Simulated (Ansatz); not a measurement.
# TiAl: pressure 9 GPa

The reference is TiAl (space group P4/mmm, No. 123; a = 2.824 Å, c = 4.071 Å).

The change: cell and atoms relaxed at a pressure of 9 GPa.

Computed with Kohn–Sham DFT with the PBE functional, run in Ansatz (a program for electronic structure) with PAW and 420 eV plane waves, no spin-orbit coupling. Γ-centred 16×16×12 mesh, Fermi–Dirac width 0.05 eV.

```tsv
quantity	base	changed	shift
volume per atom	16.24 Å³	15.15 Å³	-1.09 Å³
density	3.83 g/cm³	4.10 g/cm³	+0.27 g/cm³
lattice parameter a	2.824 Å	2.760 Å	-0.064 Å
c/a ratio	1.441	1.441	-0.0008
shortest interatomic distance	2.824 Å	2.760 Å	-0.064 Å
enthalpy H = E + PV relative to the base's energy	–	+0.88 eV/atom	–
band gap	zero	zero	–
```

Cost of the whole job for the changed cell (relaxation, final SCF and bands): very roughly 40 core-seconds.

Load acts through the strain it causes; cell and atoms are relaxed under it. No phonon test of stability was made. Competing high-pressure phases were not computed. All final runs are without spin polarisation.
